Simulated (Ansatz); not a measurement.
System: CaTiO3 (Pnma, No. 62). Method: LDA (PAW; Ansatz, a program for electronic structure).

Run with plane-wave cutoff 520 eV, 6×6×6 k mesh, Fermi–Dirac smearing 0.01 eV, no spin polarisation, scalar-relativistic PAW data made under PBE.

Computed at the level's own relaxed cell.

**Question.** Predict the equilibrium volume per atom, bulk modulus B0, band gap and pressure derivative B′ of the bulk modulus.

**Answer.** 
* **equilibrium volume per atom**: 10.68 Å³/atom
* **bulk modulus B0**: 202 GPa
* **band gap**: 2.43 eV (direct)
* **pressure derivative B′ of the bulk modulus**: 4.2

Note: the relaxation could not lower the start's symmetry, so the cell can be a saddle point above a distorted one; the bulk modulus comes from volumes at which shape and atoms were relaxed.

Computed values are for the static lattice.
